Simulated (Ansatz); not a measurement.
CsCl-type ScCu

Computed with PBEsol (Ansatz, a quantum-chemistry and plane-wave program, plane waves, PAW).

Numerical settings: plane-wave cutoff 500 eV, 18×18×18 k mesh, Fermi–Dirac smearing 0.1 eV, no spin polarisation, scalar-relativistic PAW data made under PBE.

Cell (relaxed at this level):

CuSc is modelled in the cubic space group Pm-3m (No. 221), the CsCl type structure, Pearson symbol cP2. Lattice parameters: a = b = c = 3.2101 Å, α = β = γ = 90.00°. Sc on 1a is surrounded by 8 Cu at 2.780 Å and 6 Sc at 3.210 Å. Cu on 1b has 8 Sc at 2.780 Å and 6 Cu at 3.210 Å. (Neighbours: up to the widest gap in distance over summed covalent radii, below 1.35, at either atom.)

| Property | Value |
|---|---|
| band gap | zero (no gap) |

Computed values are for the static lattice.
